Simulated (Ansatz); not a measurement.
## Relaxation of cell and atoms of Al (Fm-3m, 1 atom in the cell) at several settings

```
CELL_PARAMETERS angstrom
      0.00000     2.01946     2.01946
      2.01946     0.00000     2.01946
      2.01946     2.01946     0.00000
ATOMIC_POSITIONS crystal
  Al 0.00000 0.00000 0.00000
```

Base: PBE, harder PAW files (source: ansatz) (Ansatz, an electronic-structure program). Its settings: basis.ecutwfc = 900 eV; kpoints.mp_grid.grid = 14 14 14; hamiltonian.xc = pbe; hamiltonian.pseudopotentials = {kind: paw, source: ansatz}; scf.occupations.method = methfessel_paxton; scf.occupations.width = 0.1 eV. Starting volume 16.47 Å³ per atom.

Each line gives the change from the base single point and the result:

- relax: default → cell and atoms; relax.cell.p_target: default → 10 GPa: pressure 9.98 GPa; final cell a = b = c = 2.7584 Å, α = β = γ = 60.00°; final volume per atom 14.84 Å³; relaxation steps 5; free energy against the base single point 45.5 meV/atom.
- hamiltonian.xc: pbe → lda; relax: default → cell and atoms [DFT, LDA (PW92), plane waves, harder PAW files (source: ansatz) made with PBE]: pressure -0.03 GPa; final cell a = b = c = 2.8139 Å, α = β = γ = 60.00°; final volume per atom 15.75 Å³; relaxation steps 4.
- hamiltonian.dispersion: default → d3bj; relax: default → cell and atoms [DFT, PBE-D3BJ, plane waves, harder PAW files (source: ansatz)]: pressure -0.04 GPa; final cell a = 2.8134 Å, b = 2.8134 Å, c = 2.8134 Å, α = 60.00°, β = 60.00°, γ = 60.00°; final volume per atom 15.75 Å³; relaxation steps 4.

The starting cell comes from a database of computed structures (which also holds hypothetical and non-ambient phases and stackings), without a prior relaxation at this level. Ansatz's pressure includes its estimate of the finite-basis (Pulay) stress.

Keys are those of Ansatz 0.2.
